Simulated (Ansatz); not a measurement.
Take VN in the zinc blende structure (space group F-43m, No. 216; a = 4.385 Å; a model cell, its experimental status unchecked; relaxed with 0.1 eV smearing) as the base. Axes: x, y, z lie along the cube axes.

Computed with PBEsol/PAW in Ansatz (an electronic-structure program), scalar-relativistic without spin-orbit coupling.

It is then changed as follows: a pure shear with ε_yz = ε_zy = -0.0149; the atoms relax in the strained cell.

**Question.** Predict the stress tensor and what it implies for the stiffness.

**Answer.** Stress of the strained cell less that of the base (GPa, compression positive):
```
   -0.3     0.0     0.0
    0.0     0.0     1.3
    0.0     1.3     0.0
```

Then −Δσ/γ with γ = 2ε = -0.0298 gives secant stiffness values (nonlinear terms included at this strain): C44 ≈ 43 GPa.

Whether these cells are dynamically stable was not tested. The final runs are not spin-polarised.
